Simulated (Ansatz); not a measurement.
## AlB2-type HfB2

The numbers are results of PBE in Ansatz (PAW), not measurements.

Run with plane-wave cutoff 520 eV, 24×24×18 k mesh (along the axes of the cell as run), Fermi–Dirac smearing 0.088 eV (set by the program), scalar-relativistic PAW data made under PBE.

Cell (relaxed at this level):

```
HfB2
1.0
    3.14558     0.00000     0.00000
   -1.57279     2.72415     0.00000
    0.00000     0.00000     3.48617
Hf B
1 2
Cartesian
  0.00000   0.00000   0.00000
  1.57279   0.90805   1.74308
  0.00000   1.81610   1.74308
```

For AlB2-type HfB2, the elastic constant C11 is 595 GPa. The elastic constant C12 comes out as 65.2 GPa and the elastic constant C13 comes out as 121 GPa. The elastic constant C33 is 445 GPa, the elastic constant C44 is 259 GPa and the elastic constant C66 comes out as 265 GPa. The voigt–Reuss–Hill bulk modulus is 249 GPa. The polycrystal shear modulus (Hill average) comes out as 242 GPa. The Young modulus is 548 GPa and the Poisson ratio is 0.133.

Elastic constants are with the ions relaxed.

Spin–orbit coupling is not included.

The computed numbers hold no vibrational or temperature effects.

Ansatz is an electronic-structure program.
